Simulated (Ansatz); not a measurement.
Take CdTe in the zinc blende structure (space group F-43m, No. 216; a = 6.558 Å) as the base. Axes: x, y, z lie along the cube axes.

Method: r2SCAN/PAW in Ansatz (a program for electronic structure), without spin-orbit coupling.

Before the change:

| Quantity | Result |
|---|---|
| Valence-band top at Γ | 0.00, 0.00, 0.00 eV |
| Band gap | 1.17 eV |

Now apply this change: a free-standing slab of 5 layers (10 atoms, 2 a layer) is cut normal to [110], with 15 Å of vacuum and the in-plane cell held at bulk.

Q: Estimate the effect on the gap character, change of the spacing d12 from its bulk value of 2.318 Å, valence-band top at Γ, excess energy per area of both faces and band gap.

A: The gap character amounts to direct at Γ; the change of the spacing d12 from its bulk value of 2.318 Å amounts to -9.8 %; the valence-band top at Γ (three highest levels, from the VBM) changes from 0.00, 0.00, 0.00 eV to 0.00, -0.19, -0.27 eV; the excess energy per area of both faces (slab less bulk energy over the cell's area: twice a surface energy) comes out as 0.55 J/m²; the band gap rises by 0.56 eV, from 1.17 eV to 1.73 eV.

The excess energy carries the mismatch between the slab's and the bulk's meshes. With Te present, leaving out spin-orbit coupling can change the band edges. Whether these cells are dynamically stable was not tested. Labels are those of the standard path for the cell's own space group.
